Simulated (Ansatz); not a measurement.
## HgS (model structure, started from the beta GaS type, P6₃/mmc, No. 194, 8 atoms in the cell): equilibrium lattice constant a by level of theory

No measured value is used here.

| level (code) | value (Å) |
|---|---|
| PBE (Ansatz) | 4.304 |
| PBEsol (Ansatz) | [?] |
| PBE-D3(BJ) (Ansatz) | 4.292 |

**Question.** Some entries are withheld; supply them.

**Answer.** 
- PBEsol (Ansatz, an electronic-structure program), value (Å): 4.242

Density-functional levels without +SOC have no spin–orbit coupling. Ansatz's density-functional and Hartree–Fock values are scalar-relativistic unless marked +SOC, with PAW data made under PBE.

A model structure was made by putting elements into a prototype or built by hand; it is no filed structure, need not be a known phase, and can be a saddle point held by its symmetry.
